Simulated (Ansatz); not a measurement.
**Nb, response to strain**

Consider Nb in the bcc (W type) structure (space group Im-3m, No. 229; a = 3.273 Å; relaxed with 0.1 eV smearing). Axes: x, y, z lie along the cube axes.

Strains are applied to the cell and any free atomic positions relax.

Level of theory: plane-wave PAW DFT at the PBEsol level (Ansatz, an electronic-structure program, 420 eV), spin-orbit coupling left out.

Notes on the quantities. energy relative to the base: free energy F; pressure: mean of the normal stresses, compression positive.

```tsv
case	volume per atom	energy relative to the base	pressure
base	17.53 Å³	0 meV/atom	0.0 GPa
uniaxial strain ε_zz = −2.50 %	17.09 Å³	+9.2 meV/atom	4.8 GPa
uniaxial strain ε_zz = −2.00 %	17.18 Å³	?	?
uniaxial strain ε_zz = −1.50 %	17.27 Å³	+3.3 meV/atom	2.8 GPa
uniaxial strain ε_zz = −0.50 %	17.44 Å³	+0.4 meV/atom	0.9 GPa
uniaxial strain ε_zz = +0.50 %	17.62 Å³	+0.4 meV/atom	-0.9 GPa
uniaxial strain ε_zz = +1.00 %	17.70 Å³	+1.4 meV/atom	-1.8 GPa
uniaxial strain ε_zz = +1.50 %	17.79 Å³	+3.2 meV/atom	-2.6 GPa
uniaxial strain ε_zz = +2.50 %	17.97 Å³	+8.6 meV/atom	-4.2 GPa
uniaxial strain ε_zz = +3.00 %	18.06 Å³	+12 meV/atom	-5.0 GPa
```

Q: Some entries are withheld; estimate them.

A: 
- uniaxial strain ε_zz = −2.00 %, energy relative to the base: +5.9 meV/atom
- uniaxial strain ε_zz = −2.00 %, pressure: 3.8 GPa

No phonon test of stability was made. The final runs are not spin-polarised.
